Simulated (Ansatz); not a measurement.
**In3SbTe2: Sb → Tl**

Take In$_{3}$SbTe$_{2}$ (space group Immm, No. 71; a = 4.406 Å, b = 6.210 Å, c = 13.246 Å; a cell from a computed database, its experimental status unchecked) as the base.

Modification: Tl takes the place of Sb on all its sites, then cell and atoms are relaxed.

Method: Ansatz (a program for electronic structure) PBE, scalar-relativistic without spin-orbit coupling. Γ-centred 13×13×13 mesh, Fermi–Dirac width 0.05 eV.

```json
{
 "volume_per_atom": "32.53 Å³ (base 30.20 Å³)",
 "density": "6.84 g/cm³ (base 6.61 g/cm³)",
 "space_group": "Immm (No. 71) (base Immm (No. 71))",
 "shortest_interatomic_distance": "3.035 Å (base 3.050 Å)",
 "band_gap": "zero (base zero)"
}
```

Final structure:

```
CELL_PARAMETERS angstrom
     -2.19283     3.24561     6.85661
      2.19283    -3.24561     6.85661
      2.19283     3.24561    -6.85661
ATOMIC_POSITIONS crystal
  In 0.00000 0.00000 0.00000
  In 0.67465 0.67465 0.00000
  In 0.32535 0.32535 0.00000
  Tl 0.50000 0.00000 0.50000
  Te 0.17235 0.67235 0.50000
  Te 0.82765 0.32765 0.50000
```

Cost of the whole job for the changed cell (relaxation, final SCF and bands): around 24 core-minutes (rough).

Whether these cells are dynamically stable was not tested. As relaxed here, TlIn3Te2 is a hypothetical phase, not in the database extracts checked. The final runs are not spin-polarised.
